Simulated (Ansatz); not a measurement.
An Ansatz (a program for electronic structure) run: Ca3SbN with a change (electrons 3.0×10^21 cm⁻³); PBEsol/PAW in Ansatz, spin-orbit coupling left out.

Input:

Ansatz 0.2 input:
```yaml
crystal:
  lattice:
    - [4.802735571, 0, 0]
    - [0, 4.802735571, 0]
    - [0, 0, 4.802735571]
  atoms:
    - { symbol: Ca, position: [0, 0.5, 0.5] }
    - { symbol: Ca, position: [0.5, 0, 0.5] }
    - { symbol: Ca, position: [0.5, 0.5, 0] }
    - { symbol: Sb, position: [0, 0, 0] }
    - { symbol: N, position: [0.5, 0.5, 0.5] }
basis: { ecutwfc: 420, ecutrho_ratio: 4, xc_grid: 2, fft_grid_basis: typed }
kpoints: { mp_grid: { grid: [10, 10, 10] } }
hamiltonian:
  xc: pbesol
  dispersion: none
  pseudopotentials: { kind: paw }
total_charge: -0.332344
scf: { occupations: { method: fermi_dirac, width: 0.0259 }, convergence: { dr2_threshold: 0.0000000005 } }
relax: { f_tol: 0.005, max_steps: 30 }
output: { forces: true, stress: true }
checkpoint: { write: state.ck, write_every: 1000 }
```

Output:

```
Relaxation: its limit of steps is 30 (relax.max_steps)
WARN ansatz: RAYON_NUM_THREADS=2 ignored (pool sized by the plan → 2); use --threads N
Pseudopotentials: kind: paw
Pseudopotential: Ca, paw, valence charge 10
Pseudopotential: Sb, paw, valence charge 15
Pseudopotential: N, paw, valence charge 5
Functional definition: PBEsol
Crystal: 5 atoms, lattice volume = 110.781 Å³
Basis set: ecut = 420 eV, 2109 PW (Γ), exchange–correlation on 72×72×72 points (8 copies of the dense FFT grid, shifted against one another)
Bands: 31, of which v1, the nominal top of the filled ones, is band 25 counted from 1 (24 counted from 0)
Symmetry: 48 space group operations
Space group: Pm-3m (ITA 221), of the structure as read, at distance tolerance 4.8e-5 Å
k-points: 56 of 1000
PAW frozen core: Ca, regenerated for the run's functional, and the local potential with it
PAW frozen core: Sb, regenerated for the run's functional, and the local potential with it
PAW frozen core: N, regenerated for the run's functional, and the local potential with it
Initial density: superposition of atomic densities (neutral atoms scaled as one to the charged cell's electrons …
Initial wavefunctions: pseudopotential atomic-orbital guess
Eigensolver: davidson
Functional: x = pbesol(κ = 0.804, μ = 0.12345679012345678), c = pbesol(β = 0.046)
SCF iter   1: F=—  HF=-12170.534480 eV  |F-HF|=—  |Δ(HF+E_count)|=         —  Δρ=1.90e-2  dr2=4.92e-1  ethr=1.77e-3  ⟨swp⟩=10.1  Hψ=9045  notcnv=0
all-band conjugate gradients solve this SCF's bands
preconditioner: auto → Resta (q_TF=auto, 2.392 Å⁻¹)
SCF iter   2: F=—  HF=-12170.391749 eV  |F-HF|=—  |Δ(HF+E_count)|=   1.43e-1  Δρ=7.78e-3  dr2=8.40e-2  ethr=9.78e-4  ⟨swp⟩=2.2  Hψ=2939  notcnv=0  defer=44
SCF iter   3: F=—  HF=-12170.367338 eV  |F-HF|=—  |Δ(HF+E_count)|=   2.44e-2  Δρ=3.38e-3  dr2=2.31e-2  ethr=1.67e-4  ⟨swp⟩=3.2  Hψ=3370  notcnv=0  defer=44
SCF iter   4: F=—  HF=-12170.360374 eV  |F-HF|=—  |Δ(HF+E_count)|=   6.96e-3  Δρ=1.07e-3  dr2=1.59e-3  ethr=4.60e-5  ⟨swp⟩=3.0  Hψ=3384  notcnv=0  defer=44
SCF iter   5: F=—  HF=-12170.360054 eV  |F-HF|=—  |Δ(HF+E_count)|=   3.20e-4  Δρ=2.32e-4  dr2=1.10e-4  ethr=3.16e-6  ⟨swp⟩=2.0  Hψ=2091  notcnv=0  defer=44
SCF iter   6: F=—  HF=-12170.360039 eV  |F-HF|=—  |Δ(HF+E_count)|=   1.51e-5  Δρ=6.26e-5  dr2=5.92e-6  ethr=2.18e-7  ⟨swp⟩=2.1  Hψ=2076  notcnv=0  defer=44
SCF iter   7: F=—  HF=-12170.360135 eV  |F-HF|=—  |Δ(HF+E_count)|=   9.60e-5  Δρ=1.53e-5  dr2=2.22e-7  ethr=1.18e-8  ⟨swp⟩=2.7  Hψ=2900  notcnv=0  defer=44
SCF iter   8: F=—  HF=-12170.360135 eV  |F-HF|=—  |Δ(HF+E_count)|=   1.07e-7  Δρ=2.23e-6  dr2=4.33e-9  ethr=4.40e-10  ⟨swp⟩=2.2  Hψ=2401  notcnv=0  defer=44
SCF iter   9: F=-12170.360135 eV  HF=-12170.360135 eV  |F-HF|=2.06e-10  |Δ(HF+E_count)|=   1.99e-9  Δρ=5.33e-7  dr2=3.43e-10  ethr=1.00e-12  ⟨swp⟩=4.9  Hψ=6330  notcnv=0
SCF 1 converged in 9 iterations: F = -12170.360135 eV  dr2 = 3.43e-10
relax step   1: F+E_penalty+E_count = -12170.36013513 eV  Δ(F+E_penalty+E_count) = +0.000e0 eV  max|allowed force component| = 2.240e-29 eV/Å  Δτ_max = 0.0000 Å  (9 SCF iters, accepted)
the relaxation is at rest under the 48 symmetry operations that the run kept from its start: a minimum is not shown …
SCF converged after 9 iterations
Free energy (F): -12170.360135 eV
Harris-Foulkes:  -12170.360135 eV  (|F-HF|=2.06e-10)
Internal energy: -12170.358694 eV  (E = F + TS)
E sigma→0 (E₀):  -12170.359415 eV
Entropy (-TS):   -0.001441 eV (-0.288 meV/atom)
Fermi energy:    10.138630 eV
--- Per-component energies (eV) ---
  E_band       = -515.829526
  E_kinetic    = 1180.478825
  E_local      = -3780.516369  (includes V_loc(G=0)·N_el)
  E_nonlocal   = 605.948057
  E_hartree    = 1440.426300
  E_xc         = -610.143024
  E_vxc        = -691.221516  (∫ρ·V_xc dr)
  E_paw        = -7134.522416  (= ΣΔE_a)
  E_vpaw       = -711.370963  (= ΣTr[D̂ρ^β])
  E_aug_tail   = 0.000070  (compensation charges beyond the density's cutoff)
  E_ewald      = -3872.746476
  E_core_change = 0.716339  (= ΣΔE_core)
  E_smearing   = -0.001441  (= −TS)
  E_closure    = 0.000000  (closes the sum)
  E_deformation_potential = -5.569136  (in the stress; not in F)
  Σ components = -12170.360135   (vs F -12170.360135, Δ=0.00e0)
  [band-id]    e_kinetic+e_local+e_nonlocal+2·e_hartree+e_vxc+e_vpaw+e_augmentation_tail = -515.829298   (vs E_band -515.829526, Δ=2.28e-4)
--- Forces (eV/Å), atoms counted from 1 ---
  atom   1  Ca     0.00000000     0.00000000    -0.00000000
  atom   2  Ca     0.00000000    -0.00000000    -0.00000000
  atom   3  Ca     0.00000000    -0.00000000    -0.00000000
  atom   4  Sb    -0.00000000     0.00000000     0.00000000
  atom   5  N      0.00000000    -0.00000000     0.00000000
  max |Σ_I F_I| component: 1.01e-28 eV/Å
--- Stress (GPa, compression-positive) ---
       -2.830620       0.000000       0.000000
        0.000000      -2.830620       0.000000
        0.000000       0.000000      -2.830620
  P = ⅓ Tr σ = -2.8306 GPa (-28.306 kbar)
  The stress holds the Pulay correction. Without it, at fixed plane waves, as pw.x and ABINIT print it: P = -2.9237 GPa
  The stress includes no estimate of the error left by incomplete SCF convergence: none is made for charged cells with PAW potentials.
--- Band table ---
  band table: none
--- Relaxed structure (1 steps of the walk, 1 accepted, 0 SCFs on fresh bases) ---
  F+E_penalty+E_count = -12170.36013513 eV   max|allowed force component| = 2.240e-29 eV/Å
  atoms:
    - { symbol: Ca, position: [0.0, 0.5, 0.5] }
    - { symbol: Ca, position: [0.5, 0.0, 0.5] }
    - { symbol: Ca, position: [0.5, 0.5, 0.0] }
    - { symbol: Sb, position: [0.0, 0.0, 0.0] }
    - { symbol: N, position: [0.5, 0.5, 0.5] }
```

Carriers are added with a uniform compensating background; total energy and stress of such cells depend on the potential's zero and are not compared; many-body gap narrowing is missing at this level. Spin-orbit coupling, missing from the scalar runs, can matter with Sb. Whether these cells are dynamically stable was not tested. The cell was made from Ca₃SbN in the anti-perovskite structure (space group Pm-3m, No. 221; a cell from a computed database, its experimental status unchecked) by this change: electrons 3.0×10^21 cm⁻³.
